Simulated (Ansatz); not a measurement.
A calculation on L1₂ (Cu3Au-type) Al3Sc returned lattice constant a 4.072 Å, bulk modulus 96.3 GPa.

For reference: lattice constant a 4.103 Å (measured, room temperature, no zero-point or thermal correction; as tabulated in A Combined Experimental and First-Principles Based Assessment of …); bulk modulus 91.5 ± 1 GPa (measured, 298 K, no zero-point or thermal correction, polycrystal; as tabulated in A Combined Experimental and First-Principles Based Assessment of …).

Problem. Which level of theory produced these numbers?
A) Hartree–Fock (Ansatz (a first-principles code))
B) HSE06 (Ansatz)
C) revPBE (Ansatz)
D) r²SCAN-D4 (Ansatz)

Solution. D, r²SCAN-D4 (Ansatz)

The others give: revPBE 4.130 Å, 83.4 GPa; Hartree–Fock 4.186 Å, 85.9 GPa; HSE06 4.093 Å, 91.7 GPa.

Unless a cell is named, each level is at its own relaxed cell (Hartree–Fock 18.33, HSE06 17.14, r²SCAN-D4 16.88, revPBE 17.61 Å³/atom).

The crystal itself was run without spin with revPBE, Hartree–Fock, HSE06, r²SCAN-D4; a magnetic state was not tried in these runs.

Ansatz's density-functional and Hartree–Fock values are scalar-relativistic unless marked +SOC, with PAW data made under PBE.
